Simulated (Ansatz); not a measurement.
# Migration barriers: Zn-vacancy pair in fcc Al, neutral cell

Consider Zn-vacancy pair (Zn on one host Al site, one Al site vacant) in fcc Al, neutral cell. These are PBE, PAW (plane waves to 420 eV; Ansatz, a program for electronic structure) values and carry that method's errors.

32-site cell at the relaxed PBE lattice, a 3×3×3 k-point mesh shifted by half a step, smearing 0.10 eV, spin-restricted, no finite-size correction. Energies are static. Forms of the defect that were not tried may lie lower.

Barriers: single points on a 5×5×5 k-point mesh shifted by half a step at the bands' geometries.

| Route | Start site over the lowest site run (eV) | Hop (Å) | Forward barrier (eV) | Backward barrier (eV) | Neighbours at the start | Neighbours at the saddle | Saddle order | Forward, on the band's own sampling (eV) |
|---|---|---|---|---|---|---|---|---|
| direct exchange of Zn with the vacancy (Zn-vacancy distance between ideal sites 2.86 Å throughout) | 0.00 | 2.71 | 0.32 | 0.32 | 4 Al at 2.80, 2 Al at 2.85, 4 Al at 2.90, Al at 2.93 Å | 4 Al at 2.57, 2 Al at 3.13, 2 Al at 3.15 Å | not checked, on a symmetry element | 0.33 |

Paths come from CI-NEB runs.  A band can be held on a symmetry element, so unchecked saddle points there may be too high.

The whole set of runs took roughly 0.7 core-hours.
